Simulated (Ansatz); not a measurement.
Be on the Ga site in zinc-blende GaSb

Method: PBE, PAW (plane waves to 420 eV; Ansatz, a program for electronic structure). Set-up: 64-site cell; 2×2×2 shifted k-points; start: the Ga site; no spin–orbit coupling; the functional closes the host's gap; finite-size errors of tenths of an eV.

Neighbours after relaxation, in Å: of the Be atom: Sb 2.50, Sb 2.50, Sb 2.50, Sb 2.50.

| charge | moment (μB) | largest move off a lattice site (Å) |
|---|---|---|
| 0† | quenched | 0.19 |

† Not settled in this cell, so no level is given: charge 0: a level filled in part.

Starting moments that weren't kept: charge 0 began with 1 μB and ended with 0.0.
